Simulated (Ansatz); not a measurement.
The parent structure is BaBrF in the PbFCl type structure (space group P4/nmm, No. 129; a = 4.409 Å, c = 7.289 Å; a model cell).

Computed with DFT with PBEsol-D3(BJ), PAW potentials and a 420 eV plane-wave cutoff in Ansatz (a quantum-chemistry and plane-wave program), spin-orbit coupling left out.

Now apply this change: an isotropic linear strain of −2.11 %; the atoms relax in the strained cell.

**Question.** What happens to the mean gap deformation potential ΔEg/Δln V?

**Answer.** The mean gap deformation potential ΔEg/Δln V amounts to +2.5 eV.

**Question.** Estimate the effect on the largest internal atomic displacement.

**Answer.** The largest internal atomic displacement amounts to 0.023 Å.

Stability against distortions was not tested.
